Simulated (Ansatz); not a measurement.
Coverage and cell size: F on the 1x1 (110) surface of bcc Mo, one adsorbate a cell, in each cell the lowest of the starts that converged. Energies against ½ F2(g), without dispersion, zero-point or thermal terms; small cells hold the layer to their symmetry. A negative adsorption energy means that the adsorbate is more stable on the surface than in its reference.

Level of theory: PBE (plane waves to 420 eV, PAW; Ansatz, a quantum-chemistry and plane-wave program).

```tsv
area an adsorbate, end state	atoms	E_ads (eV)	height (Å)	Δ work function (eV)	rough cost
7 Å², bonded to 2 Mo	5	-3.75	1.58	(withheld)	around 70 core-seconds (rough)
14 Å², bonded to 3 Mo	9	-3.89	1.47	(withheld)	roughly 15 core-minutes
28 Å², bonded to 3 Mo	17	-3.92	1.49	0.06	about 13 core-minutes (a rough figure)
```

Task: Some entries are withheld; supply them.

Result: 
- 7 Å², bonded to 2 Mo, Δ work function (eV): 1.85
- 14 Å², bonded to 3 Mo, Δ work function (eV): 0.23
